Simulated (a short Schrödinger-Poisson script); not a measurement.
Structure: MOS inversion layer, Si3N4 on p-type Ge(111), at 300 K.

```
layer  material  thickness (nm)  Na (cm⁻³)
-----  --------  --------------  ---------
1         Si3N4               2          -
2            Ge             410       1e18
```

Constants are typed, rounded textbook-type inputs, not results; the design itself was drawn at random and stands for no fabricated device. Si3N4: permittivity 7.5, conduction-band edge (eV) 1.9, gap (eV) 5.1, electron mass (mₑ) 0.5. Ge: permittivity 16, conduction-band edge (eV) 0, gap (eV) 0.664, Nv at 300 K (cm⁻³) 6e18.

Channel valleys (confinement mass, in-plane density-of-states mass, number): L1 1.59, 0.08, 1; L3 0.09, 0.34, 3. At the gate the conduction-band edge of layer 1 lies 2 eV − eVg above the Fermi level of the channel; the field vanishes at the back. Gaps are held at their typed values at every temperature. Mesh 0.03 nm at interfaces.

Solved with a short Schrödinger-Poisson script written for these runs: 1D Poisson equation in equilibrium, electrons quantum, Hartree (BenDaniel-Duke, 12 states a valley, the channel's in-plane mass for all, wave functions free to enter the dielectric), parabolic valleys, classical holes, full ionisation, no traps, pinning or gate leakage.

At Vg = 0.95 V the centroid of the electrons lies 1.63 nm from the interface.

**Question.** Estimate the gate capacitance as the dielectric in series with that distance, and compare.

**Answer.** The dielectric alone has 3.32 μF/cm²; in series with 1.63 nm of the channel's permittivity, 2.40 μF/cm²; the run gives 2.49 μF/cm². The estimate leaves out the density-of-states capacitance and the centroid's move with voltage. Only the L valleys are kept; under strong confinement the Δ valleys of Ge fill too.
